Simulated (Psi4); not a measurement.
Psi4 1.11, PBE0/def2-svp, scf_type pk: [SiH3][C@H]1O[Si@H]([SiH3])O1, 14 atoms. The geometry is a generated start, not checked to be a minimum at this level.

```json
{
 "task": "energy",
 "method": "pbe0",
 "basis": "def2-svp",
 "memory": "7 GB",
 "e_convergence": "1e-08",
 "d_convergence": "1e-07",
 "guess": "auto, which took SAD (default)",
 "diis_max_vecs": "10 (default)",
 "scf_initial_accelerator": "adiis (default)",
 "dft_radial_points": "75 (default)",
 "dft_spherical_points": "302 (default)",
 "basis_functions": "136",
 "grid_points": "298471"
}
```

```xyz
14

Si     2.7721     0.1131     0.6836
C      0.8207    -0.0931     0.5903
O      0.3446    -0.9246    -0.5146
Si    -0.7385     0.2280    -0.9734
Si    -2.9133    -0.2148    -0.4245
O      0.0992     1.0988     0.1456
H      3.1444     1.0805     1.7522
H      3.3298     0.6020    -0.6078
H      3.4193    -1.1866     1.0126
H      0.4516    -0.4547     1.5615
H     -0.4542     0.7104    -2.3462
H     -3.0214    -0.6875     0.9844
H     -3.7648     0.9994    -0.5613
H     -3.4896    -1.2710    -1.3021
```

The reference run uses exact four-centre integrals (scf_type = pk). Single runs; times are not shown.

Measured:

```csv
setting,energy against the reference
"scf_type = cd, cholesky_tolerance = 1e-06",+0.0018 meV/atom
"scf_type = cd, cholesky_tolerance = 1e-05",−0.38 meV/atom
"scf_type = cd, cholesky_tolerance = 0.0001 (default)",−2.9 meV/atom
"scf_type = cd, cholesky_tolerance = 0.001",−4.1 meV/atom
```

Problem. Predict the row for scf_type = cd, cholesky_tolerance = 0.01.

Solution. energy against the reference: +26 meV/atom. Total energies are compared; such shifts often cancel in part in energy differences.
